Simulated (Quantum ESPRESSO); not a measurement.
Input and output of a self-consistent single point for ZrNi (Cmcm, 4 atoms in the cell) (Quantum ESPRESSO).

Method of the run: LDA (PZ), GBRV 1.5 ultrasoft (LDA) pseudopotentials (plane waves; Quantum ESPRESSO).

```xyz
4
Lattice="1.6313 5.0211 0.0000 -1.6313 5.0211 0.0000 0.0000 0.0000 4.0372" Properties=species:S:1:pos:R:3 pbc="T T T"
Zr    -1.6313    -1.3841    -1.0093
Zr    -1.6313     1.3841    -3.0279
Ni    -1.6313    -4.1859    -1.0093
Ni    -1.6313     4.1859    -3.0279
```

Reference input (self-consistent single point, DFT, LDA (PZ), plane waves, GBRV 1.5 ultrasoft (LDA) pseudopotentials): ecutwfc = 50 Ry; ecutrho = 400 Ry; occupations = smearing; smearing = gaussian; degauss = 0.019992 Ry; potentials = {Zr: zr_lda_v1.uspp.F.UPF, Ni: ni_lda_v1.4.uspp.F.UPF}; K_POINTS = automatic 7 7 5 0 0 0; conv_thr = 1e-10 Ry; mixing_beta = 0.7. This run's input differs from it in these lines:

```diff
@@ -22,3 +22,3 @@
 &ELECTRONS
-  conv_thr = 1.0d-10
+  conv_thr = 7.3e-07
   mixing_beta = 0.7
```

Log, with long lists cut:

```
     Self-consistent Calculation

     iteration #  1     ecut=    50.00 Ry     beta= 0.70

     negative rho (up, down):  1.098E-01 0.000E+00

     total energy              =    -820.83733888 Ry
     estimated scf accuracy    <      87.15483814 Ry

     iteration #  2     ecut=    50.00 Ry     beta= 0.70

     negative rho (up, down):  9.657E-02 0.000E+00

     total energy              =    -868.58067320 Ry
     estimated scf accuracy    <     242.70691115 Ry

     iteration #  3     ecut=    50.00 Ry     beta= 0.70

     negative rho (up, down):  1.148E-01 0.000E+00

     total energy              =    -886.81914030 Ry
     estimated scf accuracy    <      35.19235583 Ry

   [... 19 blocks of this kind left out ...]

     iteration # 23     ecut=    50.00 Ry     beta= 0.70

     negative rho (up, down):  1.225E-01 0.000E+00

     total energy              =    -885.13313570 Ry
     estimated scf accuracy    <       0.00000198 Ry

     iteration # 24     ecut=    50.00 Ry     beta= 0.70

     negative rho (up, down):  1.225E-01 0.000E+00
     End of self-consistent calculation

     the Fermi energy is    15.6030 ev

!    total energy              =    -885.13313579 Ry
     estimated scf accuracy    <       0.00000007 Ry
     smearing contrib. (-TS)   =      -0.00806776 Ry
     internal energy E=F+TS    =    -885.12506803 Ry

     convergence has been achieved in  24 iterations

     negative rho (up, down):  1.225E-01 0.000E+00

     Forces acting on atoms (cartesian axes, Ry/au):

     atom    1 type  1   force =     0.00000000    0.00140745    0.00000000
     atom    2 type  1   force =     0.00000000   -0.00140745    0.00000000
     atom    3 type  2   force =     0.00000000   -0.00426836    0.00000000
     atom    4 type  2   force =    -0.00000000    0.00426836    0.00000000

     Total force =     0.006356     Total SCF correction =     0.001170
   [... lines left out ...]

     negative rho (up, down):  1.225E-01 0.000E+00
          total   stress  (Ry/bohr**3)                   (kbar)     P=      -72.11
  -0.00043480   0.00000000   0.00000000          -63.96        0.00        0.00
   0.00000000  -0.00055196   0.00000000            0.00      -81.20        0.00
   0.00000000   0.00000000  -0.00048375            0.00        0.00      -71.16

   JOB DONE.
```

The run converged in 24 iterations. Against the reference run the free energy hardly moves (within 1 meV/atom), the pressure goes from -7.50 to -7.21 GPa and the largest force goes from 0.116 to 0.110 eV/Å. The full log also holds: “SCF correction compared to forces is large: reduce conv_thr to get better values”.

The starting cell comes from a database of computed structures (which also holds hypothetical and non-ambient phases and stackings), without a prior relaxation at this level. Spin polarisation is off. With a pressure of about -7 GPa the cell is away from its equilibrium volume at this level.

Cost on one core of a shared machine: roughly 3 min.
